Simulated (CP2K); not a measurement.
Input and output of a self-consistent single point for Ag3As (P1, 8 atoms in the cell) (CP2K).

Computed with LDA (Pade form), GPW, DZVP-MOLOPT-SR-GTH basis, GTH-PADE potentials (GTH_POTENTIALS) run with CP2K.

The change in words: atoms moved at random. Reference geometry:
```yaml
crystal:
  lattice:
    - [5.94004, 0.00000, 0.00000]
    - [-2.97002, 5.14423, 0.00000]
    - [0.00000, 0.00000, 4.80041]
  atoms:
    - { symbol: Ag, position: [0.33321, 0.16661, 0.75000] }
    - { symbol: Ag, position: [0.66679, 0.83339, 0.25000] }
    - { symbol: Ag, position: [0.16661, 0.33321, 0.25000] }
    - { symbol: Ag, position: [0.83339, 0.66679, 0.75000] }
    - { symbol: Ag, position: [0.83339, 0.16661, 0.75000] }
    - { symbol: Ag, position: [0.16661, 0.83339, 0.25000] }
    - { symbol: As, position: [0.66667, 0.33333, 0.25000] }
    - { symbol: As, position: [0.33333, 0.66667, 0.75000] }
```

Reference input (self-consistent single point, DFT LDA (Pade form), GPW, DZVP-MOLOPT-SR-GTH basis, GTH-PADE potentials (GTH_POTENTIALS)): CUTOFF = 500 Ry; REL_CUTOFF = 40 Ry; SMEAR/METHOD = FERMI_DIRAC; ELECTRONIC_TEMPERATURE = 1160.45 K; KPOINTS/SCHEME = MONKHORST-PACK 4 4 4; GAMMA_CENTERED = T; XC_FUNCTIONAL = PADE; Ag/BASIS_SET = DZVP-MOLOPT-SR-GTH; Ag/POTENTIAL = GTH-PADE-q11; As/BASIS_SET = DZVP-MOLOPT-SR-GTH; As/POTENTIAL = GTH-PADE-q5; METHOD = GPW. This run's input differs from it in these lines:

```diff
@@ -69,10 +69,10 @@
     &COORD
-      Ag       1.48446055     0.85705377     3.60030750
-      Ag       1.48555945     4.28717223     1.20010250
-      Ag       0.00000000     1.71410755     1.20010250
-      Ag       2.97002000     3.43011845     3.60030750
-      Ag       4.45557945     0.85705377     3.60030750
-      Ag      -1.48555945     4.28717223     1.20010250
-      As       2.97002297     1.71474029     1.20010250
-      As      -0.00000297     3.42948571     3.60030750
+      Ag       1.52133928     0.84830344     3.63770749
+      Ag       1.48958383     4.25186740     1.19017525
+      Ag      -0.04286036     1.74579083     1.17391626
+      Ag       2.95129699     3.36993101     3.68518835
+      Ag       4.48050089     0.80885752     3.59248763
+      Ag      -1.43467113     4.35803908     1.16915906
+      As       2.91774171     1.77958325     1.20131220
+      As      -0.00285716     3.41453145     3.55169375
     &END COORD
```

Output, abridged:

```
 SCF WAVEFUNCTION OPTIMIZATION

  Step     Update method      Time    Convergence         Total energy    Change
     1 NoMix/Diag. 0.30E+00      -     0.52912801      -234.8409365916 -2.35E+02
     2 Broy./Diag. 0.30E+00      -     0.20800893      -241.5087113246 -6.67E+00
     3 Broy./Diag. 0.30E+00      -     0.28108630      -237.7012724169  3.81E+00
     4 Broy./Diag. 0.30E+00      -     0.03636674      -234.7810788784  2.92E+00
     5 Broy./Diag. 0.30E+00      -     0.00866972      -234.4835666081  2.98E-01
     6 Broy./Diag. 0.30E+00      -     0.00629497      -234.5733124675 -8.97E-02
   [... 5 lines left out ...]
    12 Broy./Diag. 0.30E+00      -     0.00003378      -234.5921520193  5.47E-04
    13 Broy./Diag. 0.30E+00      -     0.00000759      -234.5922793411 -1.27E-04
    14 Broy./Diag. 0.30E+00      -     0.00000573      -234.5922873077 -7.97E-06
    15 Broy./Diag. 0.30E+00      -     0.00000069      -234.5922746879  1.26E-05
  *** SCF run converged in    15 steps ***

  Overlap energy of the core charge distribution:               0.00000000301345
  Self energy of the core charge distribution:               -386.42418136312426
  Core Hamiltonian energy:                                    126.46540670467635
  Hartree energy:                                              62.68724722598667
  Exchange-correlation energy:                                -37.31701399682140
  Electronic entropic energy:                                  -0.00373326399250
  Fermi energy:                                                 0.25243114260686

  Total energy:                                              -234.59227468788157
  Total energy (extrapolated to T->0):                       -234.59040805588532

                     Mulliken Population Analysis

   [... lines left out ...]

 STRESS| Analytical stress tensor [bar]
 STRESS|                        x                   y                   z
 STRESS|      x       -8.73314679686E+04   2.00654479776E+02  -7.96360879819E+02
 STRESS|      y        2.00654479776E+02  -8.32743331816E+04  -2.84217958549E+01
 STRESS|      z       -7.96360879819E+02  -2.84217958549E+01  -8.53006314184E+04
 STRESS| 1/3 Trace                                            -8.53021441895E+04
```

The run converged in 15 iterations. Against the reference run the free energy goes up by 5.7 meV/atom, the pressure goes from -8.85 to -8.53 GPa and the largest force goes from 0.084 to 0.354 eV/Å.

The starting cell comes from a database of computed structures (which also holds hypothetical and non-ambient phases and stackings), without a prior relaxation at this level. For this run, on top of that: atoms moved at random. Values carry the incompleteness of an atom-centred basis. With a pressure of about -9 GPa the cell is away from its equilibrium volume at this level. The run gives no clean gap (levels at the Fermi energy touch, overlap or are partly filled at this smearing), which alone does not show that the compound is a metal.

Cost on one core of a shared machine: roughly 3 min.
